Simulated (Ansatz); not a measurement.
An Ansatz (a quantum-chemistry and plane-wave program) input (r2SCAN, PAW, 500 eV (Ansatz; no spin-orbit coupling)):

Ansatz 0.2 input:
```yaml
crystal:
  lattice:
    - [3.0463937716, 0, 0]
    - [0, 2.983150971, 0]
    - [0, 0, 2.983150971]
  atoms:
    - { symbol: Al, position: [0, 0, 0] }
    - { symbol: Ru, position: [0.5, 0.5, 0.5] }
basis: { ecutwfc: 500, ecutrho_ratio: 4, xc_grid: 4, fft_grid_basis: typed }
kpoints: { mp_grid: { grid: [19, 19, 19] } }
hamiltonian:
  xc: r2scan
  dispersion: none
  pseudopotentials: { kind: paw }
scf: { occupations: { method: fermi_dirac, width: 0.1 }, convergence: { dr2_threshold: 0.0000000002 } }
relax: { f_tol: 0.005, max_steps: 50 }
output: { forces: true, stress: true }
checkpoint: { write: state.ck, write_every: 1000 }
```

Which symmetry and how many k-points will the program report, and about how many plane waves at Γ?

Space group P4/mmm (ITA 123) with 16 operations, k-points 550 of 6859, and 707 plane waves at Γ.

And the final pressure?

-4.36 GPa (compression positive).

The cells carry an imposed strain or load. No phonon test of stability was made. The final runs are not spin-polarised. The cell was made from AlRu in the CsCl type structure (space group Pm-3m, No. 221) by this change: uniaxial strain ε_xx = +2.12 %.
